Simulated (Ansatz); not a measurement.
A self-consistent single point of Al2Pt (Fm-3m, 3 atoms in the cell) with Ansatz (a program for electronic structure).

Method: PBE, PAW files (plane waves; Ansatz).

```
CELL_PARAMETERS angstrom
      0.00000     2.91142     2.91142
      2.91142     0.00000     2.91142
      2.91142     2.91142     0.00000
ATOMIC_POSITIONS crystal
  Al 0.25000 0.25000 0.25000
  Al 0.75000 0.75000 0.75000
  Pt 0.00000 0.00000 0.00000
```

Reference input (self-consistent single point, DFT, PBE, plane waves, PAW files): kpoints.mp_grid.grid = 13 13 13; hamiltonian.xc = pbe; hamiltonian.pseudopotentials = {kind: paw} (an earlier, softer set of the program's PAW files); scf.occupations.method = gaussian; scf.occupations.width = 0.0073 Ry. This run's input differs from it in these lines:

Ansatz 0.2 input:
```diff
@@ -11,3 +11,3 @@
 kpoints:
-  mp_grid: { grid: [13, 13, 13] }
+  mp_grid: { grid: [6, 6, 6] }
 hamiltonian:
```

The program printed (abridged):

```
SCF iter   1: F=—  HF=-13603.404317 eV  |F-HF|=—  |Δ(HF+E_count)|=         —  Δρ=9.37e-2  dr2=5.18e0  ethr=3.10e-3  ⟨swp⟩=5.3  Hψ=1280  notcnv=0
all-band conjugate gradients solve this SCF's bands
preconditioner: auto → none
SCF iter   2: F=—  HF=-13602.352177 eV  |F-HF|=—  |Δ(HF+E_count)|=    1.05e0  Δρ=2.67e-2  dr2=2.65e-1  ethr=3.10e-3  ⟨swp⟩=2.0  Hψ=615  notcnv=0  defer=9
SCF iter   3: F=—  HF=-13602.299905 eV  |F-HF|=—  |Δ(HF+E_count)|=   5.23e-2  Δρ=7.16e-3  dr2=1.24e-2  ethr=1.10e-3  ⟨swp⟩=2.4  Hψ=407  notcnv=0  defer=9
SCF iter   4: F=—  HF=-13602.298080 eV  |F-HF|=—  |Δ(HF+E_count)|=   1.82e-3  Δρ=3.02e-4  dr2=1.12e-5  ethr=5.15e-5  ⟨swp⟩=2.1  Hψ=408  notcnv=0  defer=9
SCF iter   5: F=—  HF=-13602.298111 eV  |F-HF|=—  |Δ(HF+E_count)|=   3.10e-5  Δρ=5.33e-5  dr2=6.58e-7  ethr=4.65e-8  ⟨swp⟩=2.1  Hψ=436  notcnv=0  defer=9
SCF iter   6: F=-13602.298111 eV  HF=-13602.298111 eV  |F-HF|=6.04e-10  |Δ(HF+E_count)|=   3.88e-9  Δρ=3.18e-6  dr2=1.96e-9  ethr=4.17e-10  ⟨swp⟩=7.3  Hψ=1248  notcnv=0
SCF 1 converged in 6 iterations: F = -13602.298111 eV  dr2 = 1.96e-9
Free energy (F): -13602.298111 eV
Internal energy: -13602.294993 eV  (E = F + TS)
E sigma→0 (E₀):  -13602.296552 eV
Entropy (-TS):   -0.003118 eV (-1.039 meV/atom)
Fermi energy:    12.106453 eV
--- Forces (eV/Å), atoms counted from 1 ---
  atom   1  Al     0.00000000     0.00000000     0.00000000
   [... zero for the other atoms too ...]
--- Stress (GPa, compression-positive) ---
        9.259427      -0.000000       0.000000
       -0.000000       9.259427       0.000000
        0.000000      -0.000000       9.259427
  P = ⅓ Tr σ = 9.2594 GPa (92.594 kbar)
  The stress holds the Pulay correction. Without it, at fixed plane waves, as pw.x and ABINIT print it: P = 9.2108 GPa
```

The run converged in 6 iterations. Against the reference run the free energy falls by 3.8 meV/atom and the pressure moves little (9.27 to 9.26 GPa).

The starting cell comes from a database of computed structures (which also holds hypothetical and non-ambient phases and stackings), without a prior relaxation at this level. Its lattice was rescaled by a random factor within 2.5 % of one. Spin polarisation is off. With a pressure of about 9 GPa the cell is away from its equilibrium volume at this level. Ansatz's pressure includes its estimate of the finite-basis (Pulay) stress.
